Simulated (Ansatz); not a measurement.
Crystal: KTaO3 (Pm-3m, cubic perovskite, 5 atoms a cell, 12.8 Å³ an atom); planes in its conventional cell.

All values below come from r2SCAN (plane waves, PAW; Ansatz, a quantum-chemistry and plane-wave program).

The gap is the functional's own. No spin-orbit coupling. Mid-gap values are interpolated on the energy grid.

```json
[
 {"plane": "(001)", "area of the cell (Å²)": "16.0", "mid-gap κ (1/Å)": "0.26", "largest κ in the gap (1/Å)": "0.26"},
 {"plane": "(110)", "area of the cell (Å²)": "22.6", "mid-gap κ (1/Å)": "[?]", "largest κ in the gap (1/Å)": "[?]"},
 {"plane": "(111)", "area of the cell (Å²)": "27.6", "mid-gap κ (1/Å)": "[?]", "largest κ in the gap (1/Å)": "[?]"}
]
```

Problem. The slowest decay depends on the direction. Supply the withheld values.

Solution. 
- (110), mid-gap κ (1/Å): 0.24
- (110), largest κ in the gap (1/Å): 0.25
- (111), mid-gap κ (1/Å): 0.29
- (111), largest κ in the gap (1/Å): 0.30
